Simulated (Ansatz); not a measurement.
System: SiGe (model structure, started from the CsCl type, Pm-3m, No. 221, 2 atoms in the cell). Method: LDA (Ansatz, a first-principles code, PAW).

Numerical settings: plane-wave cutoff 520 eV, 18×18×18 k mesh, Fermi–Dirac smearing 0.05 eV, scalar-relativistic PAW data made under PBE.

Cell (relaxed at this level):

```yaml
crystal:
  lattice:
    - [3.18217, 0.00000, 0.00000]
    - [0.00000, 3.18217, 0.00000]
    - [0.00000, 0.00000, 3.18217]
  atoms:
    - { symbol: Ge, position: [0.00000, 0.00000, 0.00000] }
    - { symbol: Si, position: [0.50000, 0.50000, 0.50000] }
```

**Question.** Give the computed bulk modulus B0.

**Answer.** 
- bulk modulus B0: 88.0 GPa

The run finds no gap.

Note: the bulk modulus is −V dP/dV from two relaxed cells at ±2 % in volume; the relaxation could raise the start's symmetry but not lower it, so the cell can be a saddle point.

Computed values are for the static lattice.

Computing time: very roughly 30 core-seconds.

A model structure was made by putting elements into a prototype or built by hand; it is no filed structure, need not be a known phase, and can be a saddle point held by its symmetry.
